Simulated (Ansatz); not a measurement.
Base system: an 8-atom supercell of Si in the diamond structure (space group Fd-3m, No. 227; a = 5.434 Å) at its relaxed geometry.

Calculations: PBEsol (Ansatz, a quantum-chemistry and plane-wave program; PAW; 420 eV plane waves; no SOC).

Base values:

Pressure: 0.0 GPa

Now apply this change: a neutral Si interstitial (started 2.35 Å from the nearest host atom), atoms relaxed at fixed cell, starting from a slightly rattled geometry.

Task: How does this affect the final site of the added atom?

Result: The final site of the added atom amounts to 10 Si at 2.41–2.72 Å.

Task: What happens to the largest displacement of a host atom from its site in the perfect cell?

Result: The largest displacement of a host atom from its site in the perfect cell amounts to 0.06 Å.

Task: Estimate the effect on the pressure.

Result: The pressure goes from zero to 6.0 GPa.

The magnetic state is the one reached from the starting moments; the real material's order can differ, and small cells can't hold many antiferromagnetic ones. In so small a cell the defect repeats every few ångströms: this is an ordered compound, not a dilute defect. The mesh was chosen for an insulator and is coarse for the gapless case. The defect cell is spin-polarised and ends with 0.6 μB, a fractional moment that hangs on the mesh and smearing.
